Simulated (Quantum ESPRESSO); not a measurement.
Band structure of CdIn2O4 (Fd-3m, 14 atoms in the cell).

```
CdIn2O4
1.0
    0.00000     4.61102     4.61102
    4.61102     0.00000     4.61102
    4.61102     4.61102     0.00000
Cd In O
2 4 8
Cartesian
  2.30551   2.30551   2.30551
  0.00000   0.00000   0.00000
  5.76377   3.45826   3.45826
  3.45826   3.45826   5.76377
  3.45826   5.76377   3.45826
  5.76377   5.76377   5.76377
  7.94709   7.94709   7.94709
  3.58046   5.64158   5.64158
  5.88597   5.88597   7.94709
  5.64158   3.58046   5.64158
  7.94709   5.88597   5.88597
  3.58046   3.58046   3.58046
  5.88597   7.94709   5.88597
  5.64158   5.64158   3.58046
```

Method: PBEsol, GBRV 1.5 ultrasoft (PBESOL) pseudopotentials (plane waves; Quantum ESPRESSO).

Settings: ecutwfc = 40 Ry; ecutrho = 200 Ry; occupations = smearing; smearing = gauss; degauss = 0.000734986 Ry; potentials = {Cd: cd_pbesol_v1.uspp.F.UPF, In: in_pbesol_v1.4.uspp.F.UPF, O: o_pbesol_v1.2.uspp.F.UPF}; K_POINTS = automatic 3 3 3 1 1 1; nbnd = 68; conv_thr = 1e-10 Ry.

The starting cell comes from a database of computed structures (which also holds hypothetical and non-ambient phases and stackings), without a prior relaxation at this level.

**Question.** Predict the gap along the standard path and the places of the band edges.

**Answer.** The gap along the path is 0.93 eV, from L to Γ; the smallest direct gap on it is 0.98 eV.

Levels in eV from the top of the valence band on the SCF mesh, bands 59 to 66:
| point | 59 | 60 | 61 | 62 | 63 | 64 | 65 | 66 |
|---|---|---|---|---|---|---|---|---|
| Γ | -0.10 | -0.10 | -0.05 | -0.05 | 0.93 | 4.90 | 5.60 | 5.60 |
| X | -0.21 | -0.21 | -0.08 | -0.08 | 4.43 | 4.43 | 5.90 | 5.90 |
| W | -0.57 | -0.57 | -0.13 | -0.13 | 4.81 | 4.81 | 5.02 | 5.02 |
| K | -0.51 | -0.37 | -0.20 | -0.02 | 4.62 | 4.63 | 4.75 | 5.97 |
| L | -0.31 | -0.31 | 0.00 | 0.00 | 3.63 | 3.79 | 5.81 | 6.47 |
| U | -0.51 | -0.37 | -0.20 | -0.02 | 4.62 | 4.63 | 4.75 | 5.97 |
